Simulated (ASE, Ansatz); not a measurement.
One thermal frame of composition K2Na, cell K32Na16, held well above this temperature first [in the CHGNet run: it was liquid; mean temperature 336 K (target 330 K); density 0.84 g/cm³, volume +3 % from the start cell's], 330 K, computed in Ansatz (plane waves, PAW) at several levels on the same positions and k-sampling (one point, (1/4, 1/4, 1/4)); no spin polarisation or spin-orbit coupling.

The frame comes from MD with CHGNet (ASE). The base level is PBE (cutoff 420 eV), whose static pressure on this k-sampling is 0.0 GPa. On the run's last frame a denser k-mesh moved the forces by 0.007 eV/Å rms, the static pressure by -0.01 GPa and the free energy by -3 meV/atom, which is about how far such values are converged. That check is the base level's. Differences between levels on one k-sampling err less than the absolute values. Cutoffs of the other levels: 500 eV for r2SCAN, the files' default (420 eV for most) otherwise. Volume per atom 67.02 Å³.

| level | static pressure less the base's (GPa) | rms force change from the base (eV/Å) | cost |
|---|---|---|---|
| PBE | 0 | 0 | (base) |
| r2SCAN | +0.1 | 0.01 | very roughly 5 core-minutes |
| PBEsol | -0.1 | 0.00 | about 70 core-seconds (a rough figure) |
| LDA | … | 0.02 | about 70 core-seconds (a rough figure) |

Task: Complete the blanks.

Result: 
- LDA, static pressure less the base's (GPa): -0.4

Ansatz is a quantum-chemistry and plane-wave program.
